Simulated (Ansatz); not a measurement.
Consider Mg2Sn (space group Fm-3m, No. 225; a = 6.747 Å; relaxed with 0.1 eV smearing). Axes: x, y, z lie along the cube axes.

All numbers come from plane-wave PAW DFT at the PBEsol level (Ansatz, a quantum-chemistry and plane-wave program, 420 eV), no SOC.

Perturbation: tensile biaxial strain of 1.25 % in the plane normal to [111], as in epitaxy on a mismatched substrate; the out-of-plane cell vector and the atoms relax.

What does the calculation give for the ratio −ε⊥/ε∥ after the change?

The ratio −ε⊥/ε∥ is 0.53.

Predict the new energy relative to the base.

The energy rises by 2.3 meV/atom.

No phonon test of stability was made.
